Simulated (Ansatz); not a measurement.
Results of G0W0@PBEsol in Ansatz (plane waves, hard PAW, contour deformation, complete-basis limit) for AlP (model structure, P6₂22, No. 180, 6 atoms in the cell).

Settings: largest k mesh 6×6×2 (not extrapolated in the mesh).

Cell (relaxed with PBEsol):

Space group P6₂22 (No. 180); a = b = 3.823 Å, c = 8.619 Å, α = β = 90.00°, γ = 120.00°

```tsv
atom	site	symmetry	x	y	z
Al	3d	222	0.5000	0.0000	0.5000
P	3c	222	0.5000	0.0000	0.0000
```

Q: Predict the band gap.

A: 
* **band gap**: 1.53 eV (indirect)

Note: the relaxation could raise the start's symmetry but not lower it, so the cell can be a saddle point; the gap holds a correction of +0.14 eV to the complete basis, taken at k points off the band edges.

The computed numbers hold no vibrational or temperature effects.

A model structure was made by putting elements into a prototype or built by hand; it is no filed structure, need not be a known phase, and can be a saddle point held by its symmetry.

Ansatz is a first-principles code.
